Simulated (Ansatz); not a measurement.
A worked fit of the pressure against the volume, with one run withheld: Bi2Se3 (R-3m, 5 atoms in the cell)

```yaml
crystal:
  lattice:
    - [2.04958, 1.18332, 9.75675]
    - [-2.04958, 1.18332, 9.75675]
    - [0.00000, -2.36665, 9.75675]
  atoms:
    - { symbol: Bi, position: [0.39844, 0.39844, 0.39844] }
    - { symbol: Bi, position: [0.60156, 0.60156, 0.60156] }
    - { symbol: Se, position: [0.00000, 0.00000, 0.00000] }
    - { symbol: Se, position: [0.21572, 0.21572, 0.21572] }
    - { symbol: Se, position: [0.78428, 0.78428, 0.78428] }
```

Method: PBE, PAW files (plane waves; Ansatz, an electronic-structure program).

Base settings: basis.ecutwfc = 420 eV; kpoints.mp_grid.grid = 4 4 4; hamiltonian.xc = pbe; hamiltonian.pseudopotentials = {kind: paw} (the program's default PAW files); scf.occupations.method = fermi_dirac; scf.occupations.width = 0.05 eV.

The starting cell comes from a database of computed structures (which also holds hypothetical and non-ambient phases and stackings), without a prior relaxation at this level. Its lattice was rescaled by a random factor within 2.5 % of one. In the cell shown, with a pressure of about 4 GPa the cell is away from its equilibrium volume at this level. Ansatz's pressure includes its estimate of the finite-basis (Pulay) stress.

Murnaghan's equation with B′ set to 4 (a common value, assumed and not fitted) makes the pressure a straight line in x = (V₁/V)⁴, here with V₁ = 28.396 Å³/atom: P = a + b·x. The rows are the cell shown with its lattice scaled (for instance lattice scaled by 0.97, lattice scaled by 0.985, lattice scaled by 1.015, lattice scaled by 1.03); fractional positions and shape were held.

```
volume (Å³/atom)  (V₁/V)⁴  pressure (GPa)
----------------  -------  --------------
31.029             0.7014           -1.23
29.693             0.8364               ?
28.396             1.0000            4.12
27.137             1.1989            7.74
25.916             1.4413           12.14
```

Problem. Fit the line to the 4 rows given and predict the withheld one.

Solution. Means: x̄ = 1.0854, ȳ = 5.6925. Σ(x − x̄)(y − ȳ) = 5.320 and Σ(x − x̄)² = 0.2943, so b = 18.08 and a = ȳ − b·x̄ = -13.932; P = 0 at x₀ = −a/b = 0.7706, so V₀ = V₁·x₀^(−1/4) = 30.31 Å³/atom and B₀ = 4·b·x₀ = 56 GPa (for B′ = 4 and held positions). The largest residual of the fitted rows is 0.028. At x = 0.8364 the line gives 1.19 GPa. The run gave 1.17 GPa, a miss of 0.02 GPa. The rows were chosen because the form fits them, the withheld one included, so this shows the method and is no test of the form.

Left out of this page: 5 runs of the series outside the window shown, repeating another row's setting, or not comparable.

Keys are those of Ansatz 0.2.
